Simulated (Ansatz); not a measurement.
Functionals compared on OH on the 1x1 (10-10) surface of wurtzite AlN (cut with top plane Al + N), one in a 2x1 cell, started at the site 'top Al #2', in Ansatz (plane waves, PAW). The structure was relaxed with PBE; the other rows are single points on it, each with its references at the same level. Cutoff 420 eV (500 eV for r2SCAN). The points keep PBE's geometry, so the relaxation of a polaron and the settling of charge on one site are left out. HSE06 used the coarser mesh 3x3x1.

Host crystal: wurtzite AlN, with a band gap (PBE, scalar-relativistic without spin-orbit coupling).

Model: 34-atom slab, 8.9 Å thick at the start under the adsorbate (thin: gaps and levels are the slab's own), 3x4x1 mesh, Fermi-Dirac 0.01 eV, dipole correction, 16 atoms held, the rest relaxed; no symmetry held; spin-polarised, ending with about 1.0 μB a cell; orders that need a larger cell were not tried, no spin-orbit, no U, no dispersion correction. It is one chosen start, not shown to be the lowest state of the adsorbate. These notes are the PBE run's. RPBE: The program's check for a lower electronic state was not made. r2SCAN: The program's check for a lower electronic state was not made. HSE06: The program's check for a lower electronic state was not made. Adsorption energies are against H2O(g) − ½ H2(g). A negative adsorption energy means that the adsorbate is more stable on the surface than in its reference.

```
functional  adsorption energy (eV)  magnetic moment of the cell (μB)
----------  ----------------------  --------------------------------
PBE                          -0.21                              1.00
RPBE                         -0.18                              1.00
r2SCAN                           ?                              1.00
HSE06                        -0.31                              1.00
```

Task: Some entries are withheld; supply them.

Result: 
- r2SCAN, adsorption energy (eV): -0.56

Ansatz is a first-principles code.
